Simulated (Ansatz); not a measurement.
# WSi (model structure, started from the CsCl type, Pm-3m, No. 221, 2 atoms in the cell)

Method: PBE-D3(BJ) (PAW; Ansatz, a program for electronic structure).

Run with plane-wave cutoff 500 eV, 12×12×12 k mesh, Fermi–Dirac smearing 0.05 eV, no spin polarisation, scalar-relativistic PAW data made under PBE.

Cell (relaxed at this level):

```cif
data_SiW
_chemical_formula_sum 'W1 Si1'
_space_group_name_H-M_alt 'Pm-3m'
_space_group_IT_number 221
_space_group_name_Hall '-P 4 2 3'
_cell_length_a 3.02681
_cell_length_b 3.02681
_cell_length_c 3.02681
_cell_angle_alpha 90.000
_cell_angle_beta 90.000
_cell_angle_gamma 90.000
loop_
_atom_site_label
_atom_site_type_symbol
_atom_site_symmetry_multiplicity
_atom_site_Wyckoff_symbol
_atom_site_fract_x
_atom_site_fract_y
_atom_site_fract_z
_atom_site_occupancy
W1 W 1 a 0.00000 0.00000 0.00000 1
Si1 Si 1 b 0.50000 0.50000 0.50000 1
```

```json
{
  "band_gap": "none"
}
```

Note: the relaxation could raise the start's symmetry but not lower it, so the cell can be a saddle point.

Spin–orbit coupling is not included.

It cost about 13 core-seconds (a rough figure) of CPU time.

A model structure was made by putting elements into a prototype or built by hand; it is no filed structure, need not be a known phase, and can be a saddle point held by its symmetry.
